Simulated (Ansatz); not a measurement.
Here is the system:

```
CELL_PARAMETERS angstrom
      4.52592     0.00000     0.00000
     -2.26296     3.91956     0.00000
      0.00000     0.00000     7.36508
ATOMIC_POSITIONS crystal
  Mg 0.33333 0.66667 0.99978
  Mg 0.66667 0.33333 0.49978
  Te 0.33333 0.66667 0.37622
  Te 0.66667 0.33333 0.87622
```

No spin polarisation.

Calculations: PBE/PAW in Ansatz (a quantum-chemistry and plane-wave program), no spin-orbit coupling. k-mesh 8×8×5 (Γ-centred); smearing 0.05 eV (Fermi–Dirac).

Problem. Predict the pressure (mean of the normal stresses, compression positive).

Solution. 20.6 kbar.

Problem. Estimate the space group.

Solution. P6_3mc (No. 186).

The cells carry an imposed strain or load. Whether these cells are dynamically stable was not tested. The cell was made from MgTe in the wurtzite structure (space group P6_3mc, No. 186) by this change: isotropic strain −1.80 %.
